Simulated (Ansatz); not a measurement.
For Ge₂Sb₂Te₅ (model structure, P3m1, No. 156, 9 atoms in the cell), PBE (Ansatz, a program for electronic structure, PAW) gives:

```
Property                    Value
-------------------  ------------
lattice parameter a       4.282 Å
c axis length            17.711 Å
cohesive energy      2.87 eV/atom
band gap                  0.27 eV
```

Question: What does r²SCAN (plane waves, PAW; Ansatz) give for the same quantities?

Answer: 
- lattice constant a: 4.244 Å (falls by 0.9 %)
- lattice parameter c: 18.005 Å (rises by 1.7 %)
- cohesive energy: 2.76 eV/atom (decreases by 0.11 eV/atom)
- band gap: 0.31 eV (grows by 0.04 eV)

Changes are worked out from the printed values.

Unless a cell is named, each level is at its own relaxed cell (PBE 31.25, r²SCAN 31.21 Å³/atom).

Levels without +SOC leave out spin–orbit coupling, which shifts energies and cells of such heavy elements.

Spin–orbit coupling is included only where a level's name says +SOC; with heavier elements it mostly lowers gaps and can invert bands. Density-functional gaps are differences of (generalised) Kohn–Sham levels.

Ansatz's density-functional and Hartree–Fock values are scalar-relativistic unless marked +SOC, with PAW data made under PBE.

A model structure was made by putting elements into a prototype or built by hand; it is no filed structure, need not be a known phase, and can be a saddle point held by its symmetry.
